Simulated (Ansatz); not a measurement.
A self-consistent single point of a (110) slab of PdPt (cut from a parent of space group no. 166; 12 atoms in the cell) with Ansatz (an electronic-structure program).

Level of theory: PBEsol, default PAW files made with PBE (plane waves; Ansatz).

```xyz
12
Lattice="5.5403 0.0000 0.0000 -2.7359 3.9053 0.0000 0.0000 0.0000 20.8824" Properties=species:S:1:pos:R:3 pbc="T T T"
Pd     0.0000     0.0000     7.0000
Pd    -1.3680     1.9526     8.3765
Pd     0.0000     0.0000     9.7530
Pd    -1.3680     1.9526    11.1294
Pd     0.0000     0.0000    12.5059
Pd    -1.3680     1.9526    13.8824
Pt     2.7701     0.0000     7.0000
Pt     1.4022     1.9526     8.3765
Pt     2.7701     0.0000     9.7530
Pt     1.4022     1.9526    11.1294
Pt     2.7701     0.0000    12.5059
Pt     1.4022     1.9526    13.8824
```

Reference input (self-consistent single point, DFT, PBEsol, plane waves, default PAW files made with PBE): basis.ecutwfc = 420 eV; kpoints.mp_grid.grid = 4 4 1; hamiltonian.xc = pbesol; hamiltonian.pseudopotentials = {kind: paw} (the program's default PAW files); scf.occupations.method = fermi_dirac; scf.occupations.width = 0.1 eV. This run's input differs from it in these lines:

Ansatz 0.2 input:
```diff
@@ -21,3 +21,3 @@
 kpoints:
-  mp_grid: { grid: [4, 4, 1] }
+  mp_grid: { grid: [14, 16, 1] }
 hamiltonian:
```

Output (repeated stretches shortened):

```
SCF iter   1: F=—  HF=-115737.536334 eV  |F-HF|=—  |Δ(HF+E_count)|=         —  Δρ=1.54e-2  dr2=5.07e0  ethr=1.77e-3  ⟨swp⟩=7.1  Hψ=62517  notcnv=0  defer=455
all-band conjugate gradients solve this SCF's bands
preconditioner: auto → LDOS
SCF iter   2: F=—  HF=-115737.376740 eV  |F-HF|=—  |Δ(HF+E_count)|=   1.60e-1  Δρ=9.23e-3  dr2=5.42e-1  ethr=1.77e-3  ⟨swp⟩=2.2  Hψ=18186  notcnv=0  defer=937
   [... lines left out ...]
SCF iter   8: F=—  HF=-115737.319687 eV  |F-HF|=—  |Δ(HF+E_count)|=   7.93e-4  Δρ=2.88e-5  dr2=6.61e-6  ethr=1.94e-8  ⟨swp⟩=2.2  Hψ=20749  notcnv=0  defer=937
SCF iter   9: F=—  HF=-115737.319688 eV  |F-HF|=—  |Δ(HF+E_count)|=   1.08e-6  Δρ=9.90e-6  dr2=7.21e-7  ethr=3.06e-9  ⟨swp⟩=2.1  Hψ=20386  notcnv=0  defer=937
SCF iter  10: F=—  HF=-115737.319689 eV  |F-HF|=—  |Δ(HF+E_count)|=   4.99e-7  Δρ=4.31e-6  dr2=1.84e-7  ethr=3.34e-10  ⟨swp⟩=2.0  Hψ=20794  notcnv=0  defer=937
SCF iter  11: F=-115737.319689 eV  HF=-115737.319689 eV  |F-HF|=4.37e-8  |Δ(HF+E_count)|=   4.39e-8  Δρ=1.55e-6  dr2=1.77e-8  ethr=4.63e-11  ⟨swp⟩=15.2  Hψ=68709  notcnv=0
SCF 1 converged in 11 iterations: F = -115737.319689 eV  dr2 = 1.77e-8
the last check of whether an eigenvalue changes by more than its tolerance under the output density was not made (no_room)
Free energy (F): -115737.319689 eV
Internal energy: -115736.528003 eV  (E = F + TS)
E sigma→0 (E₀):  -115736.923846 eV
Entropy (-TS):   -0.791686 eV (-65.974 meV/atom)
Fermi energy:    5.312954 eV
--- Forces (eV/Å), atoms counted from 1 ---
  atom   1  Pd     0.00000000     0.00000000     0.32310495
  atom   2  Pd     0.00000000     0.00000000    -0.65897479
  atom   3  Pd     0.00000000     0.00000000    -0.11328049
  atom   4  Pd     0.00000000     0.00000000     0.11328049
  atom   5  Pd     0.00000000     0.00000000     0.65897479
  atom   6  Pd     0.00000000     0.00000000    -0.32310495
   [... lines left out ...]
  atom  12  Pt     0.00000000     0.00000000    -1.31271732
--- Stress (GPa, compression-positive) ---
       -4.972002      -0.074707       0.000000
       -0.074707      -3.780824       0.000000
        0.000000       0.000000      -2.003353
  P = ⅓ Tr σ = -3.5854 GPa (-35.854 kbar)
  The stress holds the Pulay correction. Without it, at fixed plane waves, as pw.x and ABINIT print it: P = -3.6060 GPa
```

The run converged in 11 iterations. Against the reference run the free energy goes down by 8.9 meV/atom and the largest force hardly changes (1.303 to 1.313 eV/Å).

The starting cell comes from a database of computed structures (which also holds hypothetical and non-ambient phases and stackings), without a prior relaxation at this level. The slab is cut from that crystal, and its faces are unrelaxed. Its lattice was rescaled by up to half a per cent. Spin-orbit coupling is off. Spin polarisation is off. Forces in this geometry exceed 1 eV/Å.

Cost on one core of a shared machine: roughly 10 min.
